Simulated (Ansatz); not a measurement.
## Hypothetical chalcopyrite AlBN2: response to strain

Base system: AlBN2 in the chalcopyrite structure (space group I-42d, No. 122; a hypothetical phase, not in the database extracts checked).

```
AlBN2
1.0
   -2.05250     2.05250     3.84290
    2.05250    -2.05250     3.84290
    2.05250     2.05250    -3.84290
Al B N
2 2 4
Cartesian
  0.00000   0.00000   0.00000
  0.00000   2.05250   1.92145
  0.00000   0.00000   3.84290
  2.05250   0.00000   1.92145
  1.25622   1.02625   0.96072
  1.02625   2.84877  -0.96072
  0.79628   1.02625   4.80362
  1.02625  -0.79628   2.88217
```

Cartesian axes are those of the cell as printed.

Strains are applied to the cell and any free atomic positions relax; under stress the whole cell relaxes.

The values are results of Ansatz (a first-principles code) PBE, scalar-relativistic without spin-orbit coupling, not measurements.

Notes on the quantities. energy relative to the base: free energy F.

| change | electron mass | energy relative to the base | volume per atom |
|---|---|---|---|
| base | 0.44 mₑ along c, 0.36 mₑ across (at Γ) | 0 meV/atom | 8.09 Å³ |
| isotropic strain −5.71 % | (withheld) | (withheld) | 6.79 Å³ |
| isotropic strain −0.62 % | 0.43 mₑ along c, 0.36 mₑ across (at Γ) | +2.3 meV/atom | 7.94 Å³ |
| uniaxial stress, 5 GPa tension along z | 0.49 mₑ along z, 0.35 mₑ across (at Γ) | +2.7 meV/atom | 8.16 Å³ |

Complete the table.


- isotropic strain −5.71 %, electron mass: 0.42 mₑ along c, 0.34 mₑ across (at Γ)
- isotropic strain −5.71 %, energy relative to the base: +0.230 eV/atom

The levels and masses belong to the bands next to the band gap. Masses are band curvatures over ±0.01 Å⁻¹ around the edge. Beyond what the load breaks, stability against distortions was not tested.
